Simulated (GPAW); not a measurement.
**GPAW run on MgAlB4 (P6/mmm, 6 atoms in the cell): self-consistent single point**

Computed with LDA (Perdew-Wang 92), GPAW PAW datasets LDA (gpaw-data 1.0.1) (plane waves; GPAW).

The input file:

```python
from ase import Atoms
from ase.units import GPa
from gpaw import GPAW, PW, FermiDirac

atoms = Atoms(['Mg', 'Al', 'B', 'B', 'B', 'B'],
              cell=[[3.027320, 0.000000, 0.000000],
                    [-1.513660, 2.621736, 0.000000],
                    [0.000000, 0.000000, 6.721940]],
              scaled_positions=[[0.000000, 0.000000, 0.500000],
                                [0.000000, 0.000000, 0.000000],
                                [0.666667, 0.333333, 0.233690],
                                [0.333333, 0.666667, 0.766310],
                                [0.333333, 0.666667, 0.233690],
                                [0.666667, 0.333333, 0.766310]],
              pbc=True)

calc = GPAW(mode=PW(900),
            xc='LDA',
            kpts={'size': (16, 16, 7), 'gamma': True},
            occupations=FermiDirac(0.1),
            nbands=-12,
            symmetry={'symmorphic': False, 'tolerance': 0.0005},
            maxiter=100)

atoms.calc = calc

energy = atoms.get_potential_energy()
print('Energy (eV):', round(energy, 6))
forces = atoms.get_forces()
print('Forces (eV/Ang):')
print(forces.round(5))
stress = atoms.get_stress()
print('Stress (GPa, Voigt):', (stress / GPa).round(4))
```

Output, abridged:

```
Input parameters:
  kpts: {gamma: True,
         size: (16, 16, 7)}
  maxiter: 100
  mode: {ecut: 900.0000000000001,
         name: pw}
  nbands: -12
  occupations: {fixmagmom: False,
                name: fermi-dirac,
                width: 0.1}
  symmetry: {symmorphic: False,
             tolerance: 0.0005}

species:
  Mg:
    name: Magnesium
    Z: 12.0
    valence: 10
    core: 2
    charge: 0.0
    file: Mg.LDA.gz

    # Using partial waves for Mg as LCAO basis

  Al:
    name: Aluminium
    Z: 13.0
    valence: 3
    core: 10
    charge: 0.0
    file: Al.LDA.gz

    # Using partial waves for Al as LCAO basis

  B:
    name: Boron
    Z: 5.0
    valence: 3
    core: 2
    charge: 0.0
    file: B.LDA.gz

    # Using partial waves for B as LCAO basis

Reference energy: -14656.108460  # eV

Spin-paired calculation

Convergence criteria:
 Maximum [total energy] change in last 3 cyles: 0.0005 eV / valence electron
 Maximum integral of absolute [dens]ity change: 0.0001 electrons / valence electron
 Maximum integral of absolute [eigenst]ate change: 4e-08 eV^2 / valence electron
 Maximum number of scf [iter]ations: 100

Symmetries present (total): 24
Symmetries with fractional translations: 0
1792 k-points: 16 x 16 x 7 Monkhorst-Pack grid + [1/32,1/32,0.000000]
120 k-points in the irreducible part of the Brillouin zone
       k-points in crystal coordinates                weights
   0:     0.00000000    0.00000000    0.00000000          1/1792
   1:     0.00000000    0.00000000    0.14285714          2/1792
   2:     0.00000000    0.00000000    0.28571429          2/1792
   [... 7 lines left out ...]
          ...
 119:     0.50000000    0.50000000    0.42857143          6/1792

Wave functions: Plane wave expansion
  Cutoff energy: 900.000 eV
  Number of coefficients (min, max): 3246, 3303
  Pulay-stress correction: 0.000000 eV/Ang^3 (de/decut=0.000000)

Occupation numbers: Fermi-Dirac:
  width: 0.1000  # eV

Eigensolver

Densities:
  Coarse grid: 21*21*48 grid
  Fine grid: 42*42*96 grid
  Total Charge: 0.000000

Density mixing:
  Method: separate
  Backend: pulay
  Linear mixing parameter: 0.05
  old densities: 5
  Damping of long wavelength oscillations: 50

Hamiltonian:
  XC and Coulomb potentials evaluated on a 42*42*96 grid
  External potential:
    NoExternalPotential

Number of atoms: 6
Number of atomic orbitals: 28
Number of bands in calculation: 24
Number of valence electrons: 25
Bands to converge: occupied

Density initialized from atomic densities
  24 bands from LCAO basis set

Atomic positions and initial magnetic moments

Positions:
   0 Mg     0.000000    0.000000    3.360970    ( 0.0000,  0.0000,  0.0000)
   1 Al     0.000000    0.000000    0.000000    ( 0.0000,  0.0000,  0.0000)
   2 B      1.513662    0.873911    1.570850    ( 0.0000,  0.0000,  0.0000)
   3 B     -0.000002    1.747825    5.151090    ( 0.0000,  0.0000,  0.0000)
   4 B     -0.000002    1.747825    1.570850    ( 0.0000,  0.0000,  0.0000)
   5 B      1.513662    0.873911    5.151090    ( 0.0000,  0.0000,  0.0000)

Unit cell:
           periodic     x           y           z      points  spacing
  1. axis:    yes    3.027320    0.000000    0.000000    21     0.1248
  2. axis:    yes   -1.513660    2.621736    0.000000    21     0.1248
  3. axis:    yes    0.000000    0.000000    6.721940    48     0.1400

  Lengths:   3.027320   3.027320   6.721940
  Angles:   90.000000  90.000000 120.000000

Effective grid spacing dv^(1/3) = 0.1361

     iter     time        total  log10-change:
                         energy   eigst   dens
iter:   1 --:--:--   -40.143181
iter:   2 --:--:--   -39.580722   -1.18  -0.83
iter:   3 --:--:--   -37.006319   -0.77  -0.88
iter:   4 --:--:--   -36.995919   -2.34  -1.51
iter:   5 --:--:--   -37.027222   -2.95  -1.56
iter:   6 --:--:--   -37.023225   -2.57  -1.77
iter:   7 --:--:--   -37.001724   -2.99  -1.85
iter:   8 --:--:--   -37.000948   -4.49  -2.65
iter:   9 --:--:--   -37.001162c  -5.04  -2.73
iter:  10 --:--:--   -37.000800c  -4.73  -2.73
iter:  11 --:--:--   -37.000789c  -7.00  -3.78
iter:  12 --:--:--   -37.000779c  -6.59  -3.86
iter:  13 --:--:--   -37.000789c  -6.74  -3.68
iter:  14 --:--:--   -37.000795c  -7.45c -4.16c

Converged after 14 iterations.

Dipole moment: (0.000000, -0.000000, -0.000000) |e|*Ang

Energy contributions relative to reference atoms: (reference = -14656.108460)

Kinetic:        +27.019185
Potential:      -16.273245
External:        +0.000000
XC:             -47.668061
Entropy (-ST):   -0.021421
Local:           -0.067963
SIC:             +0.000000
--------------------------
Free energy:    -37.011506
Extrapolated:   -37.000795

Showing only first 2 kpts
 Kpt  Band  Eigenvalues  Occupancy
  0    10      8.91749    0.70149
  0    11      8.91756    0.70116
  0    12      9.72355    0.00034
  0    13     13.48544    0.00000

  1    10      8.89390    0.81232
  1    11      8.89397    0.81198
  1    12     10.26540    0.00000
  1    13     13.49503    0.00000

Fermi level: 8.85591

No gap
No difference between direct/indirect transitions
Energy (eV): -37.000795

Forces in eV/Ang:
  0 Mg    0.00000    0.00000    0.00000
  1 Al    0.00000    0.00000    0.00000
  2 B     0.00000    0.00000    0.00278
  3 B     0.00000   -0.00000   -0.00278
  4 B    -0.00000   -0.00000    0.00278
  5 B    -0.00000    0.00000   -0.00278

Stress tensor:
     0.030482     0.000000     0.000000
     0.000000     0.030482     0.000000
     0.000000     0.000000     0.032331
Stress (GPa, Voigt): [4.8838 4.8838 5.18   0.     0.     0.    ]
```

The run converged in 14 iterations. GPAW prints stress with tension positive.

At such cutoffs GPAW's stress carries a finite-basis (Pulay) error, which enters relaxed cells too; its log prints stress with tension positive.

The starting cell comes from a database of computed structures (which also holds hypothetical and non-ambient phases and stackings), without a prior relaxation at this level.

Cost on one core of a shared machine: roughly 2 min.
